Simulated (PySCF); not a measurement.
PySCF 2.14.0, unrestricted B3LYP/def2-svp, df: Sn(H)4 anion ([SnH4]), charge -1, multiplicity 2, 5 atoms. The geometry is a generated start, not checked to be a minimum at this level.

```yaml
task: energy
method: b3lyp
basis: def2-svp
two_electron_scheme: density fitting
mol.max_memory: 3000 MB
mf.max_cycle: 100
mf.init_guess: minao (default)
mf.DIIS: CDIIS (default)
mf.diis_space: 8 (default)
mf.conv_tol: 1e-09 (default)
mf.grids.level: 3 (default)
effective_core_potentials: those of the basis set, past Kr
basis_functions: 46
grid_points: 61192
```

```xyz
5

Sn    -0.0001     0.0046     0.0026
H     -1.0813     1.1244    -0.4817
H      0.2108    -1.0898    -1.1917
H     -0.5626    -0.7679     1.3338
H      1.4333     0.7286     0.3370
```

Charge -1 and multiplicity 2 are set for this test and not shown to be the ground state.

One run each on 2 threads, 1 BLAS thread. Values of level_shift (Hartree) tried: 0 (default), 0.1, 0.3, 1.

Question: Predict the course of the Fock builds along this series.

Answer: Fewest Fock builds: 0 (default) with 34. The count rises to 66 at 0.1. The run ends without SCF convergence in 100 cycles at 0.3, 1.

| level_shift (Hartree) | Fock builds | end |
|---|---|---|
| 0 (default) | 34 | same solution |
| 0.1 | 66 | same solution |
| 0.3 | 101 | no convergence |
| 1 | 101 | no convergence |
